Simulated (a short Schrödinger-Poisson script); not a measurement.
Solved with a short Schrödinger-Poisson script written for these runs: one-band effective-mass equation with BenDaniel-Duke matching, electrons, heavy and light holes apart, hard walls at the outer ends, one valence edge for both holes (no strain splitting), no charge, excitons, band mixing or non-parabolicity; under a field the levels are quasi-bound states of a box, listed while three quarters of their weight lies within 4 nm of the wells.

Structure: coupled double In0.53Ga0.47As/InP quantum well.

From the first side: 20 nm InP; 10 nm In0.53Ga0.47As; 1 nm InP; 6 nm In0.53Ga0.47As; 20 nm InP.

Constants are typed, rounded textbook-type inputs, not results; the design itself was drawn at random and stands for no fabricated device. In0.53Ga0.47As: direct gap (eV) 0.74, conduction-band edge (eV) 0, electron mass (mₑ) 0.041, heavy-hole mass 0.38, light-hole mass 0.052. InP: direct gap (eV) 1.344, conduction-band edge (eV) 0.25, electron mass (mₑ) 0.08, heavy-hole mass 0.53, light-hole mass 0.12.

The valence-band edge of each layer lies one gap below its conduction-band edge. The electron's potential energy rises along the stack by the applied field. Mesh 0.03 nm at interfaces.

Give the e1-hh1 transition at zero applied field (eV); the e2 − e1 (meV); the shift of e1-hh1 at 71.2 kV/cm (meV).

e1-hh1 transition at zero applied field (eV): 0.781; e2 − e1 (meV): 44.0; shift of e1-hh1 at 71.2 kV/cm (meV): -52.5. Excitons are left out, and strain enters only through the typed gaps and offsets, so measured lines lie elsewhere.
